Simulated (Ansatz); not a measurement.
**Pressure series in hypothetical CsCl type SiGe**

Take SiGe in the CsCl type structure (space group Pm-3m, No. 221; a hypothetical phase, not in the database extracts checked) as the base.

```yaml
crystal:
  lattice:
    - [3.19976, 0.00000, 0.00000]
    - [0.00000, 3.19976, 0.00000]
    - [0.00000, 0.00000, 3.19976]
  atoms:
    - { symbol: Ge, position: [0.00000, 0.00000, 0.00000] }
    - { symbol: Si, position: [0.50000, 0.50000, 0.50000] }
```

Cell and atoms are relaxed at each pressure.

Computed with PBEsol (Ansatz, an electronic-structure program; PAW; 420 eV plane waves; spin-orbit coupling left out).

Notes on the quantities. enthalpy: H = E + PV relative to the base's energy.

| change | volume per atom | enthalpy |
|---|---|---|
| base | 16.38 Å³ | – |
| pressure −2 GPa | 16.79 Å³ | -0.21 eV/atom |
| pressure −1 GPa | 16.58 Å³ | -0.10 eV/atom |
| pressure 0.3 GPa | 16.32 Å³ | +0.03 eV/atom |
| pressure 0.7 GPa | 16.25 Å³ | +0.07 eV/atom |
| pressure 1.5 GPa | 16.11 Å³ | +0.15 eV/atom |
| pressure 3 GPa | 15.86 Å³ | +0.30 eV/atom |
| pressure 5 GPa | 15.56 Å³ | +0.50 eV/atom |
| pressure 7.5 GPa | 15.22 Å³ | +0.74 eV/atom |
| pressure 10 GPa | 14.91 Å³ | +0.97 eV/atom |

Load acts through the strain it causes; cell and atoms are relaxed under it. Whether these cells are dynamically stable was not tested. No other phases were tried under pressure. All final runs are without spin polarisation.
